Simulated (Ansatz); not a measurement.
We consider C11b WSi2, described by r²SCAN in Ansatz (plane waves, PAW).

Numerical settings: plane-wave cutoff 560 eV, 24×24×24 k mesh, Fermi–Dirac smearing 0.05 eV, no spin polarisation, scalar-relativistic PAW data made under PBE.

A third-order Birch–Murnaghan fit to the energies gives V0 = 13.415 Å³/atom, B0 = 232 GPa, B′ = 4.4.

```json
[
 {"V (Å³/atom)": "12.878", "P (GPa)": "(withheld)"},
 {"V (Å³/atom)": "13.147", "P (GPa)": "4.91"},
 {"V (Å³/atom)": "13.415", "P (GPa)": "0.00"},
 {"V (Å³/atom)": "13.683", "P (GPa)": "-4.41"},
 {"V (Å³/atom)": "13.952", "P (GPa)": "(withheld)"}
]
```

Estimate the withheld pressures from this fit; the answers are the runs' own values.


- 12.878, P (GPa): 10.38
- 13.952, P (GPa): -8.36

The formula P = (3/2) B0 (x^(7/3) − x^(5/3)) [1 + (3/4)(B′ − 4)(x^(2/3) − 1)] with x = V0/V meets the computed pressures within 0.02 GPa when these rounded values are put in.

Shape and atoms are relaxed at each volume.

Note: the bulk modulus comes from volumes at which shape and atoms were relaxed.

Spin–orbit coupling is not included.

The computed numbers hold no vibrational or temperature effects.

Ansatz is an electronic-structure program.
